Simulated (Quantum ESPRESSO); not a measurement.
Quantum ESPRESSO is run on LaMg2 (Cmcm, 6 atoms in the cell), and the run fails. The aim is a self-consistent single point with DFT, LDA (PZ), plane waves, GBRV 1.5 ultrasoft (LDA) pseudopotentials.

Cell that was meant: a = 9.1386 Å, b = 9.1386 Å, c = 5.6712 Å, α = 90.00°, β = 90.00°, γ = 158.56°.

Part of the input:

```fortran
 smearing = 'fermi-dirac',
 degauss = 0.0073499,
/
ATOMIC_SPECIES
La   138.9055  la_lda_v1.uspp.F.UPF
Mg    24.3050  mg_lda_v1.4.uspp.F.UPF
ATOMIC_POSITIONS angstrom
```

Log, with long lists cut:

```
     This program is part of the open-source Quantum ESPRESSO suite
     for quantum simulation of materials; please cite

 %%%%%%%%%%%%%%%%%%%%%%%%%%%%%%%%%%%%%%%%%%%%%%%%%%%%%%%%%%%%%%%%%%%%%%%%%%%%%%
     Error in routine  read_namelists (1):
      bad line in namelist &electrons: "   0.0000000000     0.0000000000     5.6711600000" (error could be in the previous line)
 %%%%%%%%%%%%%%%%%%%%%%%%%%%%%%%%%%%%%%%%%%%%%%%%%%%%%%%%%%%%%%%%%%%%%%%%%%%%%%

     stopping ...
```

Read the log: what does the program object to, and what is the fix?

The fault is a required namelist left out. The program reads the namelists in a fixed order, even empty ones. To fix it, add the namelist. The program stopped before any SCF iteration.

The sound input it was made from differs as follows (other fixes are possible):
```diff
+&electrons
+ conv_thr = 1.0d-10,
+ mixing_beta = 0.5,
+/
```

With that input, the run converged in 14 iterations: free energy E − TS -9587.6949 eV; Fermi level (on the code's own zero) 7.32 eV; pressure -3.15 GPa; largest force (vector length) 0.133 eV/Å (DFT, LDA (PZ), plane waves, GBRV 1.5 ultrasoft (LDA) pseudopotentials).

On the sound input: the starting cell comes from a database of computed structures (which also holds hypothetical and non-ambient phases and stackings), without a prior relaxation at this level. Its lattice was rescaled by a random factor within 2.5 % of one. With a pressure of about -3 GPa the cell is away from its equilibrium volume at this level. Without a gap this mesh is coarse (it stands for a supercell whose shortest vector is 17 Å).
